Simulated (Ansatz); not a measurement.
System: PrAu₂ (Imma, No. 74). Method: r²SCAN (plane waves, PAW; Ansatz, a program for electronic structure).

Settings: plane-wave cutoff 500 eV, 14×14×14 k mesh, Fermi–Dirac smearing 0.1 eV, spin-polarised start, scalar-relativistic PAW data made under PBE.

Computed at the level's own relaxed cell.

### Question
Give the computed equilibrium volume per atom.

### Answer

equilibrium volume per atom: 23.54 Å³/atom

Note: the magnetic order was assumed, not searched for or taken from measurement; the 4f shell is treated without U or exact exchange, so its levels and filling can be wrong; the volume lies 5 % above that of the published cell.

Spin–orbit coupling is not included; it can shift volumes and moduli of such heavy elements.

Computed values are for the static lattice.

The result took around 2.3 core-hours (rough).
